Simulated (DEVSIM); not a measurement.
System: abrupt In0.53Ga0.47As n-p junction, at 400 K.

Layer 1 from the left is In0.53Ga0.47As, thickness (μm) 6.00, Nd (cm⁻³) 1.6e17, τn (s) 3.9e-10, τp (s) 3.9e-10. Layer 2 from the left is In0.53Ga0.47As, thickness (μm) 82.0, Na (cm⁻³) 8.4e14, τn (s) 3.9e-10, τp (s) 3.9e-10.

Left contact: ohmic. Right contact: ohmic. Voltage is applied to the left contact. Recombination: SRH at mid-gap, Auger. Mobility is μmin + (μ − μmin)/(1 + (N/Nref)^α).

Constants are typed, rounded textbook-type inputs, not results; the design itself was drawn at random and stands for no fabricated device. Values at 300 K; Nc and Nv go as T^1.5, mobilities as T to minus their exponent, the gap by Varshni's rule with the affinity fixed.

In0.53Ga0.47As: gap (eV) 0.74, affinity (eV) 4.51, permittivity 13.9, Nc (cm⁻³) 2.1e17, Nv (cm⁻³) 7.7e18, μn (cm²/Vs) 12000, μp (cm²/Vs) 300, μn,min 300, μp,min 10, Nref,n 1.3e17, Nref,p 4.9e17, αn 0.48, αp 0.4, T exponent of μn 1.6, T exponent of μp 1.6, Cn (cm⁶/s) 5e-29, Cp (cm⁶/s) 5e-29, Varshni α (eV/K) 0.00035, Varshni β (K) 190.

Q: Estimate by hand the capacitance at 3 V, and compare with a numerical solution.

A: 
- Capacitance at 3 V: C = √(qεN / 2(Vbi + |V|)) = 4.95 nF/cm²; numerical 5.01 nF/cm² (estimate below by 1.1 %).

DEVSIM, 1D drift-diffusion, Boltzmann statistics, complete ionisation; no tunnelling, impact ionisation, image-force lowering or self-heating.
